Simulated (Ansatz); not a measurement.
We consider InSe (P6₃/mmc, No. 194, 8 atoms in the cell; start mp-20485; a measured phase of this formula has another space group), described by r²SCAN-D4 in Ansatz (plane waves, PAW).

Numerical settings: plane-wave cutoff 500 eV, 12×12×4 k mesh (along the axes of the cell as run), gaussian smearing 0.02 eV, scalar-relativistic PAW data made under PBE.

Cell (relaxed at this level):

```cif
data_In4Se4
_chemical_formula_sum 'In4 Se4'
_space_group_name_H-M_alt 'P63/mmc'
_space_group_IT_number 194
_space_group_name_Hall '-P 6c 2c'
_cell_length_a 4.02670
_cell_length_b 4.02670
_cell_length_c 17.05908
_cell_angle_alpha 90.000
_cell_angle_beta 90.000
_cell_angle_gamma 120.000
loop_
_atom_site_label
_atom_site_type_symbol
_atom_site_symmetry_multiplicity
_atom_site_Wyckoff_symbol
_atom_site_fract_x
_atom_site_fract_y
_atom_site_fract_z
_atom_site_occupancy
In1 In 4 f 0.33333 0.66667 0.16824 1
Se1 Se 4 f 0.66667 0.33333 0.09423 1
```

Q: What does this level give for the band gap?

A: 
- band gap: 0.89 eV (on the SCF k mesh)

Note: the relaxation could not lower the start's symmetry, so the cell can be a saddle point above a distorted one.

Spin–orbit coupling is not included.

The computed numbers hold no vibrational or temperature effects.

It cost about 8 core-minutes (a rough figure) of CPU time.

A start named mp-… is a Materials Project structure, which need not be a measured phase.

Ansatz is a quantum-chemistry and plane-wave program.
